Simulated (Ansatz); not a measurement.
For CsCl-type AuCd, LDA in Ansatz (plane waves, PAW) gives:

```
Item                                  Result
------------------------------  ------------
equilibrium lattice constant a       3.280 Å
cohesive energy                 3.11 eV/atom
```

Task: What does r²SCAN+rVV10 (plane waves, PAW; Ansatz, a first-principles code) give for the same quantities?

Result: 
- lattice constant a: 3.330 Å (goes up by 1.5 %)
- cohesive energy: 2.78 eV/atom (decreases by 0.33 eV/atom)

For comparison: lattice constant a 3.32 Å (measured, temperature not stated, copied from a table, unchecked, not corrected to a static lattice; as tabulated in Monatshefte fuer Chemie und verwandte Teile anderer Wissenschaften 114, 1177 (1983)).

Changes are worked out from the printed values.

Unless a cell is named, each level is at its own relaxed cell (LDA 17.65, r²SCAN+rVV10 18.47 Å³/atom).

Levels without +SOC leave out spin–orbit coupling, which shifts energies and cells of such heavy elements.

Ansatz's density-functional and Hartree–Fock values are scalar-relativistic unless marked +SOC, with PAW data made under PBE.
